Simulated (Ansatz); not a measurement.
The reference is PbO (space group P4/nmm, No. 129; layered, stacked along the Cartesian z axis).

```yaml
crystal:
  lattice:
    - [4.03423, 0.00000, 0.00000]
    - [0.00000, 4.03423, 0.00000]
    - [0.00000, 0.00000, 4.99370]
  atoms:
    - { symbol: Pb, position: [0.50000, 0.00000, 0.76226] }
    - { symbol: Pb, position: [0.00000, 0.50000, 0.23774] }
    - { symbol: O, position: [0.50000, 0.50000, 0.00000] }
    - { symbol: O, position: [0.00000, 0.00000, 0.00000] }
```

Cartesian axes are those of the cell as printed.

All numbers come from PBE-D3(BJ) (Ansatz, a quantum-chemistry and plane-wave program), no spin-orbit coupling.

It is then changed as follows: tensile biaxial strain of 1.20 % in the plane normal to [001], as in epitaxy on a mismatched substrate; the out-of-plane cell vector and the atoms relax.

What does the calculation give for the out-of-plane strain and in-plane stress after the change?

The out-of-plane strain is -1.74 %; the mean in-plane stress (compression positive) comes out as -1.2 GPa.

Whether these cells are dynamically stable was not tested. The D3 term's C6 switches between coordination references near this geometry, which can add small steps to energies.
